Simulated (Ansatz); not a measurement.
System: CsCl-type CoAl. Method: HSE06 in Ansatz (plane waves, PAW).

Run with plane-wave cutoff 520 eV, 12×12×12 k mesh, Fermi–Dirac smearing 0.097 eV (set by the program), no spin polarisation, scalar-relativistic PAW data made under PBE.

Computed at the level's own relaxed cell.

Elastic tensor (GPa, Voigt notation, ions relaxed):

```
  383.8   114.1   114.1     0.0     0.0     0.0
  114.1   383.8   114.1     0.0     0.0     0.0
  114.1   114.1   383.8     0.0     0.0     0.0
    0.0     0.0     0.0   165.6     0.0     0.0
    0.0     0.0     0.0     0.0   165.6     0.0
    0.0     0.0     0.0     0.0     0.0   165.6
```

Problem. Work out the Voigt, Reuss and Hill averages of the bulk and shear moduli, Young's modulus and Poisson's ratio from the printed constants.

Solution. K_V = [C11 + C22 + C33 + 2(C12 + C13 + C23)]/9 = [1151.4 + 2 × 342.3]/9 = 204.0 GPa. G_V = [1151.4 − 342.3 + 3 × 496.8]/15 = 153.3 GPa. From the compliances S = C⁻¹, K_R = 204.0 and G_R = 151.8 GPa. Hill means: K = 204.0, G = 152.6 GPa. E = 9KG/(3K + G) = 366 GPa, ν = (3K − 2G)/(6K + 2G) = 0.20, K/G = 1.34.

Note: hybrids on metals are sensitive to the k mesh.

Static lattice: no zero-point or thermal effects.

Ansatz is an electronic-structure program.
